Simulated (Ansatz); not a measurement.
Density of states of TiS2 (P-3m1) near the Fermi level, PBEsol+D3BJ, rigid bands run with Ansatz (a program for electronic structure).

```
E − E_F (eV) | states/eV/cell
    -1.95 | ########## 2.23
    -1.85 | ########## 2.27
    -1.75 | ########## 2.34
    -1.65 | ########### 2.48
    -1.55 | ########### 2.43
    -1.45 | ########## 2.20
    -1.35 | ######### 2.05
    -1.25 | ######## 1.93
    -1.15 | ######## 1.82
    -1.05 | ####### 1.64
    -0.95 | ##### 1.14
    -0.85 | #### 0.95
    -0.75 | #### 0.83
    -0.65 | ### 0.72
    -0.55 | ### 0.63
    -0.45 | ## 0.54
    -0.35 | ## 0.47
    -0.25 | ## 0.43
    -0.15 | ## 0.49
    -0.05 | ## 0.56
     0.05 | ### 0.67
     0.15 | #### 1.00
     0.25 | ##### 1.17
     0.35 | ###### 1.27
     0.45 | ###### 1.41
     0.55 | ####### 1.63
     0.65 | ########## 2.20
     0.75 | ############# 3.02
     0.85 | ########### 2.55
     0.95 | ######## 1.89
     1.05 | ###### 1.46
     1.15 | ##### 1.23
     1.25 | ##### 1.19
     1.35 | ######## 1.84
     1.45 | ########## 2.33
     1.55 | ########## 2.20
     1.65 | ############ 2.74
     1.75 | ################ 3.74
     1.85 | ############################## 6.90
```

**Question.** With 3 atoms a cell, what bare Sommerfeld coefficient γ = (π²/3) k_B² N(E_F) follows?

**Answer.** N(E_F) ≈ 0.61 states/eV a cell at 300 K, so γ ≈ 0.48 mJ/(mol of atoms·K²), before electron-phonon enhancement.

**Question.** How far does the Fermi level move in a rigid band for 0.1 electron a cell added or removed?

**Answer.** 135 meV and -189 meV.

A metal at this level (no band gap); rigid bands, thermally averaged at 300 K, both spins. Spin-orbit coupling is left out. Geometry: cell and atoms relaxed with PBEsol+D3(BJ).
